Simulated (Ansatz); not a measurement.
## Response to strain in Sn

Start from Sn in the diamond structure (space group Fd-3m, No. 227; a = 6.6562 Å; relaxed with 0.1 eV smearing). Axes: x, y, z lie along the cube axes.

Strains are applied to the cell and any free atomic positions relax.

All numbers come from PBE (Ansatz, a program for electronic structure, PAW, spin-orbit coupling left out).

Notes on the quantities. energy relative to the base: free energy F; pressure: mean of the normal stresses, compression positive.

| variant | energy relative to the base | pressure | shortest interatomic distance |
|---|---|---|---|
| base | 0 meV/atom | 0.0 GPa | 2.882 Å |
| uniaxial strain ε_zz = −2.50 % | +4.0 meV/atom | 1.0 GPa | 2.858 Å |
| uniaxial strain ε_zz = −2.00 % | +2.6 meV/atom | 0.8 GPa | 2.863 Å |
| uniaxial strain ε_zz = −1.00 % | +0.6 meV/atom | 0.4 GPa | 2.873 Å |
| uniaxial strain ε_zz = −0.50 % | +0.2 meV/atom | 0.2 GPa | 2.877 Å |
| uniaxial strain ε_zz = +1.00 % | +0.6 meV/atom | -0.4 GPa | 2.892 Å |
| uniaxial strain ε_zz = +1.50 % | +1.4 meV/atom | -0.5 GPa | 2.897 Å |
| uniaxial strain ε_zz = +2.00 % | +2.5 meV/atom | -0.7 GPa | 2.902 Å |
| uniaxial strain ε_zz = +2.50 % | +3.8 meV/atom | -0.8 GPa | 2.906 Å |
| uniaxial strain ε_zz = +3.00 % | +5.5 meV/atom | -1.0 GPa | 2.911 Å |

Stability against distortions was not tested.
